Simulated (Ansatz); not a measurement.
The starting structures come from a database of crystals and need not be the phases stable at ambient conditions.

By PBEsol, the system below comes out a metal.

Crystal: YCu (Pm-3m, CsCl type, not sure to be the ambient phase, 2 atoms a cell, 20.7 Å³ an atom, -2 GPa at this level); planes in its conventional cell.

These are PBEsol (plane waves, PAW; Ansatz, a quantum-chemistry and plane-wave program) values and carry that method's errors.

G/A = (e²/h) × open channels of both spins per area, as a mean over 0.1 eV about the Fermi level, without spin-orbit coupling, for the cells as given.

```json
[
 {"plane": "(001)", "area (Å²)": "12.0", "G/A (10¹⁵ S/m²)": "0.59"},
 {"plane": "(110)", "area (Å²)": "16.9", "G/A (10¹⁵ S/m²)": "(withheld)"},
 {"plane": "(111)", "area (Å²)": "20.7", "G/A (10¹⁵ S/m²)": "(withheld)"}
]
```

Problem. Fill in the missing entries.

Solution. 
- (110), G/A (10¹⁵ S/m²): 0.66
- (111), G/A (10¹⁵ S/m²): 0.69
